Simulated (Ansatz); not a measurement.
Worked calculations on one periodic cell of amorphous Si$_{30}$N$_{44}$Zr$_{3}$: Si30N44Zr3, 77 atoms, volume 872.0 Å³, made by a melt-quench on the CHGNet potential and relaxed with DFT. N atoms were pushed apart under 1.9 Å during the dynamics, to hinder bonds among them. It is a model cell: composition and starting density were chosen by hand, and all elements were melted together. Cycles of charging were run to anneal it. Computed with PBE, scalar-relativistic without spin-orbit coupling (plane waves to 420 eV, PAW; Ansatz, a first-principles code). Sampling: a 2×2×2 Γ-centred mesh; Fermi-Dirac width 0.02 eV; no spin polarisation. Its volume was relaxed, its shape was free, and it stands at a mean pressure of 0.1 GPa with stress components up to 0.2 GPa; the relaxation ran on the zone centre alone. Its density went from a set 3.30 to 3.30 g/cm³. The cell is small and was quenched far faster than a real film, so it is one sample of the glass.

Problem. Count formal charges (Si +4, N -3, Zr +4). What does the count lead one to expect at the Fermi level, and what does the calculation give?

Solution. 30 × (+4) + 44 × (-3) + 3 × (+4) = 0. The charges balance, so the anion-derived valence states can be full and a gap can open. On this mesh the highest filled and lowest empty level lie 2.32 eV apart, the PBE gap of this cell, with a localised state at one edge or both.

Four energies for a hole at PBE on the zone centre alone (charged cells in a uniform background, spin-polarised): neutral at the neutral geometry -48586.631 eV; charged at the neutral geometry -48594.521 eV; charged and relaxed -48594.694 eV; neutral at the charged geometry -48586.235 eV.

Problem. Find the two relaxation energies and their sum, the reorganisation energy.

Solution. On charging: -48594.521 − (-48594.694) = 0.173 eV. On discharging: -48586.235 − (-48586.631) = 0.396 eV. The sum is 0.569 eV. The carrier's level spreads over 4 of the 77 atoms' worth, so it counts as localised, most on one N atom with neighbours Si 1.67 Å, Si 1.73 Å, Zr 2.33 Å (neutral geometry). The values are uncorrected: the image energy of a point charge in this cell, 2.84 × 14.40 / (2 × 9.6) = 2.1 eV before screening, is screened by electrons alone at the fixed geometry and by ions too after relaxing, and the carrier can be spread before it relaxes, so each term can be off by up to that value times 1/ε∞, some tenths of an eV. PBE's self-interaction favours spread-out carriers, so a hybrid can localise more.
